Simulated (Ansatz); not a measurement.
# CsPbCl3: energy against volume

CsPbCl3 (cubic perovskite, Pm-3m, 35.477 Å³/atom and stress up to 0.01 GPa in the relaxed cell, cube axes along x, y and z) under an equal strain ε along all three axes. PBEsol in Ansatz, a plane-wave DFT program (PAW, default set), 420 eV, 6×6×6 Γ-centred mesh, Fermi-Dirac smearing 0.05 eV; ions are relaxed, or left where forces stay under 0.02 eV/Å, within the symmetry of each cell.

Here V stands for volume and E for E less E0.

| volume (Å³/atom) | E less E0 (meV/atom) | pressure (GPa) |
|---|---|---|
| 33.5958 | 8.64 | 1.55 |
| 34.2153 | 3.75 | 0.99 |
| 34.8425 | 0.92 | 0.47 |
| 35.4773 | 0.00 | 0.00 |
| 36.1197 | 0.88 | -0.43 |
| 36.7698 | 3.43 | -0.82 |
| 37.4277 | 7.56 | -1.18 |
| 38.7670 | ? | ? |

Problem. Fit E against V with the third-order Birch-Murnaghan form, a cubic in V^(-2/3), and predict the withheld value at V = 38.7670.

Solution. With u = V^(-2/3) - 0.0927, the rows have u = 0.0033454, 0.0021826, 0.0010405, -0.0000811, -0.0011826, -0.0022645, -0.0033274. Least squares gives E = 0.005 + 117.6·u + 726921·u² + 2798033·u³. Residuals (row less fit): 0.001, -0.004, 0.002, 0.000, 0.002, -0.004, 0.001; standard error 0.004 (degrees of freedom: 3). Its minimum lies at u = -0.0000809, so V0 = (0.0926191)^(-3/2) = 35.48. There d²E/du² = 1452000 and d³E/du³ = 1.679e7, so B0 = (4/9) × 35.48^(-7/3) × 1452000 × 0.160218 = 25.0 GPa (the last factor turns the table's units into GPa), and B0' = 4 + (2/3) × 0.0926191 × (1.679e7)/1452000 = 4.7. B0' rests on the cubic coefficient alone and has a standard error of 0.1 from these residuals. At the withheld row, u = -0.0053978, so E = 0.005 + 117.6 × (-0.0053978) + 726921 × (-0.0053978)² + 2798033 × (-0.0053978)³ = 20.110 meV/atom. The calculation gives 20.10 meV/atom, 0.010 meV/atom below the prediction (0.0 % of the range of E in the table). The row lies outside the fitted rows, so this is an extrapolation. The scatter of the fitted rows lies at the last printed digit.

The primitive cell can neither tilt nor turn polar against its symmetry, as such crystals can under strain. Spin-orbit coupling is left out, which can shift these values for the heavy elements here. Other structures, which can take over under pressure, weren't tried. The same form fitted to the pressure column gives B0' = 4.7; series where the two differ by over 0.4 aren't shown. CsPbCl3 is here the ideal cubic form; the compound distorts at low or room temperature. Rows are the converged runs of the series near zero and its far end, less any whose ions stayed unrelaxed beside relaxed ones; series whose fitted rows scatter by over a few per cent of the range, as at a crossing or softening among them, aren't shown in this form.
